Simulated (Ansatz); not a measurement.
**How far to go with the plane-wave cutoff: PdAu₃ (I4mm, 4 atoms in the cell)**

```yaml
crystal:
  lattice:
    - [-2.06286, 2.06286, 4.02266]
    - [2.06286, -2.06286, 4.02266]
    - [2.06286, 2.06286, -4.02266]
  atoms:
    - { symbol: Pd, position: [0.00622, 0.00622, 0.00000] }
    - { symbol: Au, position: [0.75000, 0.25000, 0.50000] }
    - { symbol: Au, position: [0.25000, 0.75000, 0.50000] }
    - { symbol: Au, position: [0.50000, 0.50000, 0.00000] }
```

Level of theory: LDA (PW92), default PAW files made with PBE (plane waves; Ansatz, an electronic-structure program).

Base settings: basis.ecutwfc = 420 eV; kpoints.mp_grid.grid = 8 8 8; hamiltonian.xc = lda; hamiltonian.pseudopotentials = {kind: paw} (the program's default PAW files); scf.occupations.method = fermi_dirac; scf.occupations.width = 0.1 eV.

The second cell is the first with its lattice scaled by 0.98.

The mesh stays at the base's, so the ladder's end is converged at best in this setting alone.

The first pressure column holds Ansatz's estimate of the finite-basis (Pulay) stress, which hides part of the cutoff error; the other is without it.

Only quantities that move along the ladder and can be compared are tabulated.

The count of work is k-points × plane waves × bands × iterations; it is no time. 

The starting cell comes from a database of computed structures (which also holds hypothetical and non-ambient phases and stackings), without a prior relaxation at this level. Its lattice was rescaled by up to half a per cent. One atom was moved a little off its site on purpose. Spin polarisation is off. In the base run, with a pressure of about -12 GPa the cell is away from its equilibrium volume at this level.

| basis.ecutwfc | free energy less the last step's (meV/atom) | energy of the compressed cell less the first (meV/atom) | pressure (GPa) | pressure without the Pulay estimate (GPa) | largest difference of a force vector from the last step's (eV/Å) | count of work / last |
|---|---|---|---|---|---|---|
| 145 eV | 61884.63 | -297.96 | -97.53 | -1828.07 | 0.891 | 0.071 |
| 170 eV | 28704.27 | -530.19 | -65.46 | -1030.06 | 0.978 | 0.089 |
| 190 eV | 14902.82 | -219.13 | -15.22 | -621.45 | 0.725 | 0.11 |
| 210 eV | 7224.26 | 59.21 | 5.76 | -354.93 | 0.290 | 0.11 |
| 230 eV | 3250.80 | 18.55 | -3.66 | -193.72 | 0.135 | 0.13 |
| 250 eV | 1423.79 | -44.05 | -11.09 | -105.32 | 0.147 | 0.15 |
| 295 eV | 180.14 | -52.33 | -12.76 | -28.94 | 0.003 | 0.16 |
| 335 eV | 22.40 | -49.22 | -12.25 | -14.87 | 0.005 | 0.20 |
| 380 eV | 2.36 | -48.23 | -12.12 | -12.27 | 0.000 | 0.23 |
| 420 eV | 1.46 | -48.31 | -12.14 | -12.18 | 0.000 | 0.27 |
| 460 eV | 0.91 | -48.34 | -12.14 | -12.18 | 0.000 | 0.31 |
| 505 eV | 0.59 | -48.35 | -12.14 | -12.16 | 0.000 | 0.35 |
| 565 eV | 0.42 | -48.35 | -12.14 | -12.15 | 0.000 | 0.42 |
| 630 eV | 0.25 | -48.35 | -12.14 | -12.15 | 0.000 | 0.49 |
| 735 eV | 0.08 | -48.35 | -12.14 | -12.15 | 0.000 | 0.61 |
| 840 eV | 0.04 | -48.36 | -12.14 | -12.15 | 0.000 | 0.76 |
| 1010 eV | 0.00 | -48.36 | -12.15 | -12.15 | 0.000 | 1.0 |

Coarsest basis.ecutwfc that holds the free energy within 5 meV/atom of the last step, with all finer ones: 380 eV, at 0.23 of the last step's count of work; the step before is off by 22 meV/atom.

Coarsest basis.ecutwfc that holds the forces within 0.005 eV/Å of the last step, with all finer ones: 380 eV, at 0.23 of the last step's count of work; the step before is off by 0.005 eV/Å.

Coarsest basis.ecutwfc that holds the pressure without the Pulay estimate within 0.5 GPa of the last step, with all finer ones: 380 eV, at 0.23 of the last step's count of work; the step before is off by 2.7 GPa.

The energy difference between the two cells stays within 1 meV/atom of the last step's from 335 eV on, the total only from 460 eV on: much of the error is common to both cells and cancels.

At the lowest cutoff the pressure without the Pulay estimate lies 1820 GPa under the last step's, the usual sign of Pulay stress in an incomplete plane-wave basis.

Keys are those of Ansatz 0.2.
